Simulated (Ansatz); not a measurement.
Subject: the formation energy of Si_W in W (bcc, Im-3m). Reaction: Si (diamond) + 63 W (bcc) → cell A.

Cell A: a supercell of 64 sites of W (bcc, Im-3m) with Si on a W site (14 W at 2.76–3.16 Å); spin state with PBE: run without spin, k-point mesh 4×4×4.
```xyz
64
Lattice="11.0287 0.0000 0.0000 -3.6762 10.3979 0.0000 -3.6762 -5.1990 9.0049" Properties=species:S:1:pos:R:3 pbc="T T T"
W      0.0000     0.0000     0.0000
W     -0.9206    -1.3019     2.2496
W      9.1906    -2.5995     4.5024
W      8.2730    -3.8970     6.7553
W     -0.9206     2.5991    -0.0027
W     -1.8383     1.2997     2.2511
W      8.2686    -0.0012     4.5024
W      7.3524    -1.2997     6.7537
W     -1.8381     5.1990     0.0000
W     -2.7601     3.8998     2.2502
W      7.3524     2.5995     4.5024
W      6.4363     1.2991     6.7547
W      8.2730     7.7988     0.0027
W      7.3524     6.4987     2.2512
W      6.4363     5.2002     4.5024
W      5.5146     3.8993     6.7538
W      2.7574    -0.0016    -0.0027
W      1.8381    -1.3000     2.2511
W      0.9189    -2.6026     4.5024
W      0.0000    -3.8992     6.7537
W      1.8381     2.5995    -0.0003
W      0.9178     1.2980     2.2482
W      0.0134     0.0189     4.5024
W     -0.9206    -1.3019     6.7553
W      0.9189     5.2005    -0.0027
W      0.0134     3.8898     2.2676
W     -0.9228     2.5995     4.5024
W     -1.8383     1.2997     6.7538
W      0.0000     7.7984     0.0000
W     -0.9206     6.5012     2.2502
W     -1.8383     5.1991     4.5024
W     -2.7601     3.8998     6.7547
W      5.5143     0.0000     0.0000
W      4.5968    -1.3023     2.2502
W      3.6762    -2.5995     4.5024
W      2.7556    -3.8967     6.7547
W      4.5968     2.5998    -0.0027
W      3.6629     1.3092     2.2676
W      2.7584    -0.0035     4.5024
W      1.8381    -1.3000     6.7538
W      3.6762     5.1990     0.0000
W      2.7584     3.9010     2.2482
Si     1.8381     2.5995     4.5024
W      0.9178     1.2980     6.7567
W      2.7556     7.7981     0.0027
W      1.8381     6.4989     2.2511
W      0.9178     5.2025     4.5024
W      0.0134     3.8898     6.7373
W      8.2713     0.0016     0.0027
W      7.3524    -1.2997     2.2512
W      6.4336    -2.5963     4.5024
W      5.5143    -3.8990     6.7538
W      7.3524     2.5995     0.0000
W      6.4363     1.2991     2.2502
W      5.5146    -0.0002     4.5024
W      4.5968    -1.3023     6.7547
W      6.4336     5.1974     0.0027
W      5.5146     3.8993     2.2511
W      4.5990     2.5995     4.5024
W      3.6629     1.3092     6.7373
W      5.5143     7.7984     0.0003
W      4.5968     6.5009     2.2496
W      3.6629     5.1801     4.5024
W      2.7584     3.9010     6.7567
```

Reference: Si (diamond, Fd-3m), 2 atoms in the cell, k-point mesh 10×10×10 on the run's own vectors. Conventional cell: a = b = c = 5.4700 Å, α = β = γ = 90.00°.

Reference: W (bcc, Im-3m), 64 atoms in the cell, the relaxed perfect crystal repeated, atoms not moved again; spin state with PBE: run without spin, k-point mesh 4×4×4 on the run's own vectors.

All numbers come from Ansatz (a program for electronic structure), plane waves with PAW, its default PAW set, cutoff 420 eV, 500 eV for r2SCAN. The structures are at rest with PBE, within the held lattices; other levels are single points on them. Neutral cells; Fermi-Dirac smearing of at most 0.10 eV in the solids, energies taken to zero width. The lattices are those relaxed with PBE, so at other levels the solids can be strained, which adds to the spread. Larger cells are relaxed from a start prepared with the learned potential CHGNet, on a coarser mesh till forces fall under 0.03 eV/Å, which some starts already meet. A dispersion term (D3(BJ), or D4 for r2SCAN) was computed beside these levels and is taken off wherever the name lacks it. No zero-point or thermal terms. Cells are local rest points, mostly with their start's symmetry. Spin-orbit coupling is left out. Values are for these cell sizes. Mesh and cell size may move defect energies by 0.1 eV or more. Cell A has symmetry Im-3m within 0.02 Å and got no random move, so less symmetric positions, which may lie lower, weren't tried.

Give the value at the level PBE.

0.38 eV, for Si (diamond) + 63 W (bcc) → cell A.

List the value at the remaining levels and say how far they part.


```json
[
 {"Level": "r2SCAN", "value (eV)": "0.49", "less PBE": "0.11"}
]
```

The levels shown span 0.11 eV, from PBE (0.38) to r2SCAN (0.49).
